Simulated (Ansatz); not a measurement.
Defect: interstitial Li in silicon strained by -1.5 % along x and y, z held, charge state +1. The step: one Li atom jumps by itself; the atom moves 2.34 Å along (0.25, -0.25, -0.25) of the unit cell; the moving atom starts with neighbours 4 Si at 2.43, 4 Si at 2.71, 2 Si at 2.74 Å and ends with 4 Si at 2.43, 4 Si at 2.71, 2 Si at 2.74 Å. DFT values are from Ansatz (plane-wave PAW, 420 eV unless said) in a cell of 64 host sites, spin-restricted, static, with no finite-size correction. The charge state is imposed; whether it is stable for some Fermi level was not computed. Sites that were not tried may lie lower. For the PBE band: the saddle point's order was not checked, and it lies on a symmetry element of the cell, where a band can be held.

| Level | Forward barrier (eV) | Cost of the band or of the saddle's single point |
|---|---|---|
| CHGNet universal potential (has no charge state), its own band | 0.26 | - |
| PBE, a 2×2×2 k-point mesh shifted by half a step, band relaxed | 0.64 | about 20 core-minutes (a rough figure) |
| PBE, a 3×3×3 k-point mesh shifted by half a step, same geometries | 0.64 | roughly 6 core-minutes |

Ansatz is a program for electronic structure.
